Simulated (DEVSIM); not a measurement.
Device: W/SiO2/n-Si capacitor, at 400 K.

```csv
layer (left to right),material,thickness (nm),Nd (cm⁻³)
1,SiO2,2.40,-
2,Si,630,8.2e17
```

Metal gate on the left, work function 4.6 eV. Fixed charge at the semiconductor interface 4.2e11 cm⁻² (in units of +e); no interface traps.

This is a model device: material constants are rounded textbook-type values typed into the input, and sizes, dopings and lifetimes were drawn at random. Values at 300 K; Nc and Nv go as T^1.5, mobilities as T to minus their exponent, the gap by Varshni's rule with the affinity fixed.

| parameter | SiO2 | Si |
|---|---|---|
| gap (eV) | 9 | 1.124 |
| affinity (eV) | 0.9 | 4.05 |
| permittivity | 3.9 | 11.7 |
| Nc (cm⁻³) | - | 2.86e19 |
| Nv (cm⁻³) | - | 3.1e19 |
| Varshni α (eV/K) | - | 0.000473 |
| Varshni β (K) | - | 636 |

Simulated with DEVSIM: 1D Poisson equation in equilibrium, Boltzmann statistics, complete ionisation; no quantum confinement or tunnelling. Metal contacts follow the ideal Schottky-Mott rule: no Fermi-level pinning, no interface dipoles.

Task: Tabulate band edges, carrier densities and field at -0.3 V on the gate.

Result: Energies count from the Fermi level of the right contact; mesh points crowd at the junctions.

```
x (μm)     Ec (eV)  Ev (eV)  n (cm⁻³)  p (cm⁻³)  field (V/cm)
---------  -------  -------  --------  --------  ------------
0.000        4.000   -5.000     < 1e2     < 1e2      -1200000
0.0006800    3.921   -5.079     < 1e2     < 1e2      -1200000
0.001360     3.843   -5.157     < 1e2     < 1e2      -1200000
0.002040     3.764   -5.236     < 1e2     < 1e2      -1200000
0.003104     0.552   -0.544    4.8e12    6.6e12       -310000
0.004553     0.509   -0.588    1.7e13    1.9e12       -290000
0.007127     0.438   -0.659    1.4e14    2.4e11       -260000
0.01405      0.288   -0.808    1.0e16     3.1e9       -170000
0.02398      0.175   -0.921    2.7e17     1.2e8        -62000
0.04163      0.139   -0.958    7.8e17     4.1e7         -3000
0.07295      0.137   -0.959    8.2e17     3.9e7           ≈ 0
0.1572       0.137   -0.959    8.2e17     3.9e7           ≈ 0
0.2782       0.137   -0.959    8.2e17     3.9e7           ≈ 0
0.4298       0.137   -0.959    8.2e17     3.9e7           ≈ 0
0.5366       0.137   -0.959    8.2e17     3.9e7           ≈ 0
0.5790       0.137   -0.959    8.2e17     3.9e7           ≈ 0
0.6028       0.137   -0.959    8.2e17     3.9e7           ≈ 0
0.6162       0.137   -0.959    8.2e17     3.9e7           ≈ 0
0.6256       0.137   -0.959    8.2e17     3.9e7           ≈ 0
0.6291       0.137   -0.959    8.2e17     3.9e7           ≈ 0
0.6310       0.137   -0.959    8.2e17     3.9e7           ≈ 0
0.6324       0.137   -0.959    8.2e17     3.9e7           ≈ 0
```
